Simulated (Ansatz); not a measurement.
CsPbCl3: strain along the normal

CsPbCl3 (cubic perovskite, Pm-3m, 33.655 Å³/atom at rest) under an equal strain ε in the (111) plane with the normal axis free, as in a coherent film. LDA in Ansatz, a plane-wave DFT program (PAW, default set), 420 eV, 6×6×6 Γ-centred mesh, Fermi-Dirac smearing 0.05 eV; ions are relaxed within the symmetry of each cell.

Here s stands for strain and y for normal strain.

```csv
strain (%),normal strain (%)
-1.00,1.52
-0.50,0.76
0.00,0.00
0.50,-0.76
1.00,-1.51
2.50,?
```

Q: Fit y against s with a straight line, and predict the withheld value at s = 2.50.

A: Means: s 0, y 0.002. About the means, the sum of products is -3.7900 and the sum of squares of s is 2.5000; the slope is their ratio. Least squares gives y = 0.002 - 1.5160·s. Residuals (row less fit): 0.002, 0.000, -0.002, -0.004, 0.004; standard error 0.004 (degrees of freedom: 3). The slope, -1.52 ± 0.00, is the elastic response of the normal axis. At the withheld row, y = 0.002 - 1.5160 × 2.5 = -3.788%. The calculation gives -3.67%, 0.118% above the prediction (2.3 % of the range of y in the table). The row lies outside the fitted rows, so this is an extrapolation. The fitted rows scatter only by rounding.

One order more, fitted to all 11 runs of the series, follows each within 0.02, so the miss is the next term of a smooth law. The primitive cell can neither tilt nor turn polar against its symmetry, as such crystals can under strain. CsPbCl3 is here the ideal cubic form; the compound distorts at low or room temperature. Rows are the converged runs of the series near zero and its far end; series whose fitted rows scatter by over a few per cent of the range, as at a crossing or softening among them, aren't shown in this form. Most that stay on the fit to the last digits aren't either.
